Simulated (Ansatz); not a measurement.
Base system: Ti in the hcp (Mg type) structure (space group P6_3/mmc, No. 194; a = 2.8644 Å, c = 4.5373 Å; relaxed with 0.1 eV smearing). Axes: x lies along a and z along c of the hexagonal cell.

Level of theory: LDA, PAW, 420 eV (Ansatz, an electronic-structure program; without spin-orbit coupling).

One thing is altered: uniaxial strain ε_xx = −1.00 %, all other strain components held at zero, atoms relaxed at fixed cell.

### Question
What does the calculation give for the largest internal atomic displacement, energy relative to the base and stress after the change?

### Answer
The largest internal atomic displacement is 0.014 Å; the energy rises by 0.9 meV/atom; the stress (xx, yy, zz, yz, xz, xy; compression positive) is (1.7, 1.2, 0.9, 0.0, 0.0, 0.0) GPa.

No phonon test of stability was made. All final runs are without spin polarisation.
